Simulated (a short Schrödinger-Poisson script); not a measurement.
Stack: symmetric double-gate stack, SiO2 on p-type Si(100), at 300 K.

| layer | material | thickness (nm) | Na (cm⁻³) |
|---|---|---|---|
| 1 | SiO2 | 1.2 | - |
| 2 | Si | 3 | 5e16 |
| 3 | SiO2 | 1.2 | - |

The device is made up for the run: typed textbook-type constants, with dimensions and the other settings drawn at random. SiO2: permittivity 3.9, conduction-band edge (eV) 3.15, gap (eV) 9, electron mass (mₑ) 0.5. Si: permittivity 11.7, conduction-band edge (eV) 0, gap (eV) 1.124, Nv at 300 K (cm⁻³) 3.1e19.

Channel valleys (confinement mass, in-plane density-of-states mass, number): Δ2 0.916, 0.19, 2; Δ4 0.19, 0.417, 4. At the gates, both at one voltage, the conduction-band edge of layer 1 lies 3.74 eV − eVg above the Fermi level of the channel. Gaps are held at their typed values at every temperature. Mesh 0.03 nm at interfaces.

From a short Schrödinger-Poisson script (our own, NumPy): 1D Poisson equation in equilibrium, electrons quantum, Hartree (BenDaniel-Duke, 12 states a valley, the channel's in-plane mass for all, wave functions free to enter the dielectric), parabolic valleys, classical holes, full ionisation, no traps, pinning or gate leakage.

The same stack at other levels of the model or other numerical settings:

```
run                                          sheet density of all electrons at Vg = 1.3 V (cm⁻²)  sheet density of all electrons at Vg = 0.7 V (cm⁻²)  capacitance of both gates at Vg = 1.3 V (μF/cm²)  gate voltage at 1e11 electrons/cm² (V)  rough cost against the base
-------------------------------------------  ---------------------------------------------------  ---------------------------------------------------  ------------------------------------------------  --------------------------------------  ---------------------------
base                                                                                     1.79e13                                              2.34e12                                              4.49                                    0.54                      about 1
electrons treated as classical, Boltzmann                                                      ?                                                    ?                                              5.32                                    0.48                         0.05
electrons treated as classical, Fermi-Dirac                                              2.15e13                                              3.95e12                                                 ?                                    0.48                          0.1
mesh six times as coarse                                                                 1.77e13                                              2.32e12                                              4.48                                    0.54                          0.4
one subband a valley                                                                     1.77e13                                              2.34e12                                              4.45                                    0.54                          0.4
```

Problem. Fill in the missing entries.

Solution. 
- electrons treated as classical, Fermi-Dirac, capacitance of both gates at Vg = 1.3 V (μF/cm²): 4.91
- electrons treated as classical, Boltzmann, sheet density of all electrons at Vg = 0.7 V (cm⁻²): 4.08e12
- electrons treated as classical, Boltzmann, sheet density of all electrons at Vg = 1.3 V (cm⁻²): 2.29e13

The classical rows ignore confinement, and Boltzmann statistics overrate the density once the band edge passes the Fermi level.
